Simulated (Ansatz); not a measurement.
Worked example: relaxation of the atoms of KRb2FeF6 (Fm-3m, 10 atoms in the cell) in Ansatz (an electronic-structure program).

Computed with LDA (PW92), default PAW files made with PBE (plane waves; Ansatz).

```yaml
crystal:
  lattice:
    - [0.00000, 4.48047, 4.48047]
    - [4.48047, 0.00000, 4.48047]
    - [4.48047, 4.48047, 0.00000]
  atoms:
    - { symbol: Rb, position: [0.25000, 0.25000, 0.25000] }
    - { symbol: Rb, position: [0.75000, 0.75000, 0.75000] }
    - { symbol: K, position: [0.50000, 0.50000, 0.50000] }
    - { symbol: Fe, position: [0.00000, 0.00000, 0.00000], spin: 4.0 }
    - { symbol: F, position: [0.74910, 0.25090, 0.25090] }
    - { symbol: F, position: [0.25090, 0.74910, 0.74910] }
    - { symbol: F, position: [0.25090, 0.74910, 0.25090] }
    - { symbol: F, position: [0.74910, 0.25090, 0.74910] }
    - { symbol: F, position: [0.25090, 0.25090, 0.74910] }
    - { symbol: F, position: [0.74910, 0.74910, 0.25090] }
```
(The spins are starting values, not results.)

Reference input (self-consistent single point, DFT, LDA (PW92), plane waves, default PAW files made with PBE): basis.ecutwfc = 420 eV; kpoints.mp_grid.grid = 5 5 5; hamiltonian.xc = lda; hamiltonian.pseudopotentials = {kind: paw} (the program's default PAW files); magnetization.spin_polarized = true; scf.occupations.method = methfessel_paxton; scf.occupations.width = 0.1 eV. This run's input differs from it in these lines:

```diff
@@ -27,2 +27,3 @@
   occupations: { method: methfessel_paxton, width: 0.1 }
+relax: {}
 output:
```

Output (repeated stretches shortened):

```
   [... SCF lines of the steps left out ...]
relax step   1: F+E_penalty+E_count = -17025.48426753 eV  Δ(F+E_penalty+E_count) = +0.000e0 eV  max|allowed force component| = 3.571e0 eV/Å  Δτ_max = 0.0000 Å  (13 SCF iters, dr2 threshold 2.50e-6 eV, accepted)
relax step   2: F+E_penalty+E_count = -17028.58376434 eV  Δ(F+E_penalty+E_count) = -3.099e0 eV  max|allowed force component| = 1.654e0 eV/Å  Δτ_max = 0.1950 Å  (6 SCF iters, dr2 threshold 1.00e-4 eV, accepted)
relax step   3: F+E_penalty+E_count = -17029.10425661 eV  Δ(F+E_penalty+E_count) = -5.205e-1 eV  max|allowed force component| = 7.763e-1 eV/Å  Δτ_max = 0.1564 Å  (6 SCF iters, dr2 threshold 1.00e-4 eV, accepted)
relax step   4: F+E_penalty+E_count = -17029.19621519 eV  Δ(F+E_penalty+E_count) = -9.196e-2 eV  max|allowed force component| = 3.681e-2 eV/Å  Δτ_max = 0.0385 Å  (5 SCF iters, dr2 threshold 1.00e-4 eV, accepted)
relax step   5: F+E_penalty+E_count = -17029.19621765 eV  Δ(F+E_penalty+E_count) = -2.468e-6 eV  max|allowed force component| = 3.757e-2 eV/Å  Δτ_max = 0.0000 Å  (5 SCF iters, accepted)
relax step   6: F+E_penalty+E_count = -17029.19645698 eV  Δ(F+E_penalty+E_count) = -2.393e-4 eV  max|allowed force component| = 5.639e-4 eV/Å  Δτ_max = 0.0021 Å  (5 SCF iters, accepted)
the relaxation is at rest under the 48 symmetry operations that the run kept from its start: a minimum is not shown …
the relaxation's final electronic state is not compared with the one that a single-point calculation of its input finds at the relaxed geometry …
Stability not checked (fill_not_monotonic)
Magnetization: 5.0000 μB (45.0000 up, 40.0000 down)
   [... lines left out ...]
Absolute magnetization: 5.0317 μB (∫|ρ↑−ρ↓|, with the PAW one-centre terms)
Free energy (F): -17029.196457 eV
Fermi energy:    4.085368 eV
   [... lines left out ...]
    - { symbol: F, position: [0.2162238605723078, 0.7837761394276922, 0.2162238605723078] }
    - { symbol: F, position: [0.7837761394276923, 0.2162238605723077, 0.7837761394276923] }
    - { symbol: F, position: [0.21622386057230777, 0.21622386057230777, 0.7837761394276922] }
    - { symbol: F, position: [0.7837761394276923, 0.7837761394276923, 0.2162238605723077] }
```

The run converged. 

Summary of the result:
```
Quantity                                                  Result
------------------------------------------------  --------------
Free energy E − TS (on the zero of these files)   -17029.1965 eV
Top of the valence band (on the code's own zero)         3.43 eV
Gap on the k-point mesh                                  1.30 eV
Pressure                                               -3.99 GPa
Size of the cell's spin moment                           5.00 μB
Relaxation steps                                               6
```

The starting cell was generated: these elements placed on a structure prototype, without a prior relaxation; it need not be a known phase or ordering of this composition. Its lattice was rescaled by a random factor within 2.5 % of one. With one magnetic atom in the cell only a parallel order is possible. The relaxation keeps the symmetry of its start, so its end need not be a minimum. Ansatz's pressure includes its estimate of the finite-basis (Pulay) stress. Without the estimate this run gives -4.56 GPa.

Cost on one core of a shared machine: roughly 70 s.

Keys are those of Ansatz 0.2.
